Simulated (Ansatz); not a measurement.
Consider InSe in the beta-GaS type structure (space group P6_3/mmc, No. 194; layered, stacked along the Cartesian z axis).

```yaml
crystal:
  lattice:
    - [4.03204, 0.00000, 0.00000]
    - [-2.01602, 3.49185, 0.00000]
    - [0.00000, 0.00000, 16.76258]
  atoms:
    - { symbol: In, position: [0.33333, 0.66667, 0.66667] }
    - { symbol: In, position: [0.66667, 0.33333, 0.16667] }
    - { symbol: In, position: [0.66667, 0.33333, 0.33333] }
    - { symbol: In, position: [0.33333, 0.66667, 0.83333] }
    - { symbol: Se, position: [0.33333, 0.66667, 0.08991] }
    - { symbol: Se, position: [0.66667, 0.33333, 0.58991] }
    - { symbol: Se, position: [0.66667, 0.33333, 0.91009] }
    - { symbol: Se, position: [0.33333, 0.66667, 0.41009] }
```

Method: PBE-D3(BJ), PAW, 420 eV (Ansatz, a first-principles code; no spin-orbit coupling), earlier PAW set.

One change was made to it. Results:

The band gap goes up by 0.36 eV (0.37 eV → 0.73 eV); the volume per atom falls by 5.05 Å³, from 29.50 Å³ to 24.45 Å³.

Problem. Which change produced these results?
(A) pressure 22.5 GPa
(B) pressure −1 GPa
(C) pressure 30 GPa
(D) pressure 9 GPa

Solution. D, pressure 9 GPa. For comparison, the band gap in the other runs: pressure 30 GPa gives zero; pressure 22.5 GPa gives zero; pressure −1 GPa gives 0.42 eV.

A case with no gap was solved on a k-mesh chosen for an insulator, which is coarse for it. Load acts through the strain it causes; cell and atoms are relaxed under it. Stability against distortions was not tested. Competing high-pressure phases were not computed. The final runs are not spin-polarised. The zero or small gap of InSe under pressure 30 GPa and InSe under pressure 22.5 GPa can change with the level of theory.
